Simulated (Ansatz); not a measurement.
**How far PBE and PBEsol part for hypothetical anti-perovskite Ba3PtC**

Consider Ba$_{3}$PtC in the anti-perovskite structure (space group Pm-3m, No. 221; a = 5.5099 Å; a hypothetical phase, not in the database extracts checked).

(Cell as relaxed with PBE.)

Levels (all Ansatz, an electronic-structure program, PAW): PBE (420 eV, no spin-orbit coupling); PBEsol (420 eV, scalar-relativistic without spin-orbit coupling).

Each level relaxes its own structure.

```csv
quantity,PBE,PBEsol
volume per atom,33.45 Å³,31.24 Å³
lattice parameter a,5.510 Å,5.386 Å
band gap,zero,zero
```

PBE's volume per atom lies 2.21 Å³ above PBEsol's (7.1 %); PBE's lattice parameter a lies 0.124 Å above PBEsol's (2.3 %); the two agree on the band gap. Neither level is exact; PBEsol is the comparison here, not a measurement.

No phonon test of stability was made. The final runs are not spin-polarised. Ba3PtC has a high density of states at the Fermi level and may be magnetic at this level.
